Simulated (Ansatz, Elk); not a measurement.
An Ansatz (a program for electronic structure) input for a self-consistent single point of Zn (P6_3/mmc, 4 atoms in the cell) (DFT, PBEsol, plane waves, default PAW files made with PBE):

Ansatz 0.2 input:
```yaml
# Zn
crystal:
  lattice:
    - [2.831398, 0.000000, 0.000000]
    - [-1.415699, 2.452063, 0.000000]
    - [0.000000, 0.000000, 9.110045]
  atoms:
    - { symbol: Zn, position: [0.000000, 0.000000, 0.000000] }
    - { symbol: Zn, position: [0.000000, 0.000000, 0.500000] }
    - { symbol: Zn, position: [0.333333, 0.666667, 0.250000] }
    - { symbol: Zn, position: [0.666667, 0.333333, 0.750000] }
kpoints:
  mp_grid: { grid: [13, 13, 4] }
hamiltonian:
  xc: pbesol
  pseudopotentials: { kind: paw }
scf:
  occupations: { method: gaussian, width: 0.02 Ry }
output:
  forces: true
  eigenvalues: true
  stress: true
```

### Question
Translate this input to Elk.

### Answer
This is the input that was run; spellings and numerical settings could be chosen otherwise.

```
tasks
  0

xctype
  22

tforce
  .true.

rgkmax
  7.5

gmaxvr
  18.0

lmaxapw
  10

lmaxo
  8

nxlo
  2

lorbcnd
  .true.

lradstp
  2

nrmtscf
  2.0

lmaxi
  4

stype
  0

swidth
  0.00999582

maxscl
  100

avec
    5.3505672103   -0.0000001022    0.0000000000
   -2.6752835166    4.6337271799    0.0000000000
    0.0000000000    0.0000000000   17.2154900330

sppath
  './'

atoms
  1
  'Zn.in'
  4
  0.0000000000  0.0000000000  0.0000000000    0.0 0.0 0.0
  0.0000000000  0.0000000000  0.5000000000    0.0 0.0 0.0
  0.3333333333  0.6666666667  0.2500000000    0.0 0.0 0.0
  0.6666666667  0.3333333333  0.7500000000    0.0 0.0 0.0

ngridk
  13 13 4
```

Basis settings and potentials, where a program has them, do not carry over. This input uses DFT, PBEsol, all-electron FP-LAPW, Elk's shipped species files, APW+lo basis with extra local orbitals. The width in Ry is rounded to four decimals.

The starting cell was generated: these elements placed on a structure prototype, without a prior relaxation; it need not be a known phase or ordering of this composition. Its lattice was rescaled by a random factor within 2.5 % of one.
